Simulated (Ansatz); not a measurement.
# Sr in the hcp (Mg type) structure (space group P6_3/mmc, No. 194)

```xyz
2
Lattice="4.1898 0.0000 0.0000 -2.0949 3.6285 0.0000 0.0000 0.0000 6.8857" Properties=species:S:1:pos:R:3 pbc="T T T"
Sr     0.0000     2.4190     1.7214
Sr     2.0949     1.2095     5.1643
```

Calculations: Kohn–Sham DFT with the PBEsol functional, run in Ansatz (a quantum-chemistry and plane-wave program) with PAW and 420 eV plane waves, without spin-orbit coupling. Settings: 13×13×7 k-points, 0.05 eV Fermi–Dirac smearing.

```json
{
 "volume_per_atom": "52.34 Å³",
 "density": "2.78 g/cm³",
 "band_gap": "zero",
 "total_energy": "-3492.208 eV/atom (σ→0; compares only within this code and set-up)"
}
```

No phonon test of stability was made. This is not the structure that Sr has at room temperature and ambient pressure.
